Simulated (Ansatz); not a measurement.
## A computed series for Si: response to strain

Consider Si in the diamond structure (space group Fd-3m, No. 227; a = 5.4021 Å). Axes: x, y, z lie along the cube axes.

Strains are applied to the cell and any free atomic positions relax; under biaxial strain the out-of-plane vector relaxes too.

Calculations: LDA (Ansatz, a program for electronic structure; PAW; 420 eV plane waves; no SOC).

Notes on the quantities. in-plane stress: mean in-plane stress (compression positive).

```tsv
variant	in-plane stress	volume per atom	gap character
base	–	19.71 Å³	–
biaxial strain −2.50 %, plane normal [001], relaxed out of plane	+4.7 GPa	19.10 Å³	indirect, Γ → Γ–X (88 % along)
biaxial strain −2.00 %, plane normal [001], relaxed out of plane	+3.7 GPa	19.23 Å³	indirect, Γ → Γ–X (87 % along)
biaxial strain −1.00 %, plane normal [001], relaxed out of plane	+1.8 GPa	19.47 Å³	indirect, Γ → Γ–X (87 % along)
biaxial strain −0.50 %, plane normal [001], relaxed out of plane	+0.9 GPa	19.59 Å³	indirect, Γ → Γ–X (87 % along)
biaxial strain +0.50 %, plane normal [001], relaxed out of plane	-0.9 GPa	19.82 Å³	indirect, Γ → Γ–M (87 % along)
biaxial strain +1.50 %, plane normal [001], relaxed out of plane	-2.5 GPa	20.05 Å³	indirect, Γ → Γ–M (87 % along)
biaxial strain +2.00 %, plane normal [001], relaxed out of plane	-3.3 GPa	20.17 Å³	indirect, Γ → Γ–M (87 % along)
biaxial strain +2.50 %, plane normal [001], relaxed out of plane	–	20.28 Å³	–
biaxial strain +3.00 %, plane normal [001], relaxed out of plane	–	20.39 Å³	–
```

Whether these cells are dynamically stable was not tested. Labels are those of the standard path for the cell's own space group.
